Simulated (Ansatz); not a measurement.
Base system: PbTe in the rock salt structure (space group Fm-3m, No. 225; a = 6.4424 Å).

Levels (all Ansatz, a first-principles code, PAW, earlier PAW set): PBEsol (420 eV, no SOC); r2SCAN (500 eV, no SOC).

Its gap is 0.65 eV with PBEsol and 1.00 eV with r2SCAN.

Perturbation: S takes the place of Te on all its sites; the structure is relaxed again.

With PBEsol the gap becomes 0.20 eV.

Task: If the r2SCAN correction stayed the same, what would the r2SCAN gap be, and what does the r2SCAN run give?

Result: A rigid correction of +0.35 eV gives 0.55 eV. The r2SCAN run gives 0.56 eV, so the two effects roughly add.

Single points use the geometry relaxed with PBEsol. Spin-orbit coupling, missing from the scalar runs, can matter with Pb and Te. Whether these cells are dynamically stable was not tested. The zero or small gap of PbS can change with the level of theory.
